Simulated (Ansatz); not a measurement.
The reference is AlAs in the zinc blende structure (space group F-43m, No. 216; a = 5.6743 Å).

Level of theory: Kohn–Sham DFT with the PBEsol functional, run in Ansatz (a first-principles code) with PAW and 420 eV plane waves, no spin-orbit coupling, earlier PAW set.

One change was made to it. Results:

```json
[
 {"quantity": "shortest interatomic distance", "base": "2.457 Å", "after": "2.688 Å"},
 {"quantity": "band gap", "base": "1.34 eV", "after": "zero"},
 {"quantity": "density", "base": "3.70 g/cm³", "after": "4.05 g/cm³"}
]
```

Question: What was done to the base?
(A) As → N
(B) As → C
(C) As → Sn
(D) As → Cu

Answer: C, As → Sn. For comparison, the shortest interatomic distance in the other runs: As → C gives 2.005 Å; As → N gives 1.895 Å; As → Cu gives 2.369 Å.

Stability against distortions was not tested. As relaxed here, AlSn, AlC and AlCu are hypothetical phases, not in the database extracts checked. All final runs are without spin polarisation. An odd electron count without spin: AlSn and AlC. This is not the structure that AlN has at room temperature and ambient pressure.
